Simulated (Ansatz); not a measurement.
**BN: alloy series**

Take BN in the zinc blende structure (space group F-43m, No. 216; a = 3.605 Å) as the base.

The other end (x = 1) is BAs in the zinc blende structure (space group F-43m, No. 216): 13.55 Å³/atom, gap 1.08 eV.

As replaces a fraction x of N; each row is one arrangement (x, atoms in the cell, starting space group or random), fully relaxed.

Computed with PBEsol (Ansatz, a first-principles code, PAW, no spin-orbit coupling), earlier PAW set.

Notes on the quantities. mixing energy: to 0.01 eV only: unlike meshes or grids.

```json
[
 {"change": "base", "mixing energy": "–", "volume per atom": "5.86 Å³", "band gap": "4.29 eV"},
 {"change": "x(As) = 0.333, 6 atoms, P3m1", "mixing energy": "+0.69 eV/atom", "volume per atom": "8.17 Å³", "band gap": "zero"},
 {"change": "x(As) = 0.333, 6 atoms, I-4m2", "mixing energy": "?", "volume per atom": "8.08 Å³", "band gap": "?"},
 {"change": "x(As) = 0.5, 8 atoms, P-4m2", "mixing energy": "+0.635 eV/atom", "volume per atom": "9.35 Å³", "band gap": "0.61 eV"},
 {"change": "x(As) = 0.5, 8 atoms, Pmn2_1", "mixing energy": "+0.53 eV/atom", "volume per atom": "9.32 Å³", "band gap": "zero"},
 {"change": "x(As) = 0.5, 8 atoms, R3m", "mixing energy": "+0.70 eV/atom", "volume per atom": "9.61 Å³", "band gap": "zero"},
 {"change": "x(As) = 0.75, 8 atoms, R3m", "mixing energy": "+0.48 eV/atom", "volume per atom": "11.71 Å³", "band gap": "zero"},
 {"change": "x(As) = 0.75, 8 atoms, Cm", "mixing energy": "+0.39 eV/atom", "volume per atom": "11.45 Å³", "band gap": "zero"}
]
```

Task: Complete the table.

Result: 
- x(As) = 0.333, 6 atoms, I-4m2, mixing energy: +0.618 eV/atom
- x(As) = 0.333, 6 atoms, I-4m2, band gap: 0.63 eV

These are small ordered cells, not random alloys; other orderings at the same x differ. Whether these cells are dynamically stable was not tested. All final runs are without spin polarisation. A zero or small gap of B2AsN and B4As3N can be the functional's error rather than a property of the material.
